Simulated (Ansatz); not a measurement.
# Ga₂S₃ (model structure, started from the beta Ga2O3 type, C2/m, No. 12, 10 atoms in the cell)

The numbers are results of LDA (plane waves, PAW; Ansatz, a quantum-chemistry and plane-wave program), not measurements.

Settings: plane-wave cutoff 520 eV, 10×10×6 k mesh (along the axes of the cell as run), Fermi–Dirac smearing 0.01 eV, scalar-relativistic PAW data made under PBE.

Cell (relaxed at this level):

```
Ga2S3
1.0
    7.65142    -1.80134     0.11747
    7.65142     1.80134     0.11747
   -1.62817     0.00000     6.72342
Ga S
4 6
Direct
  0.08756   0.08756   0.80331
  0.91244   0.91244   0.19669
  0.66226   0.66226   0.31310
  0.33774   0.33774   0.68690
  0.18278   0.18278   0.10344
  0.81722   0.81722   0.89656
  0.17115   0.17115   0.56198
  0.82885   0.82885   0.43802
  0.50038   0.50038   0.25267
  0.49962   0.49962   0.74733
```

```yaml
band_gap: 0.59 eV (on the SCF k mesh)
```

Note: the relaxation could raise the start's symmetry but not lower it, so the cell can be a saddle point.

Spin–orbit coupling is not included.

Computed values are for the static lattice.

Cost on a shared machine: very roughly 21 core-minutes.

A model structure was made by putting elements into a prototype or built by hand; it is no filed structure, need not be a known phase, and can be a saddle point held by its symmetry.
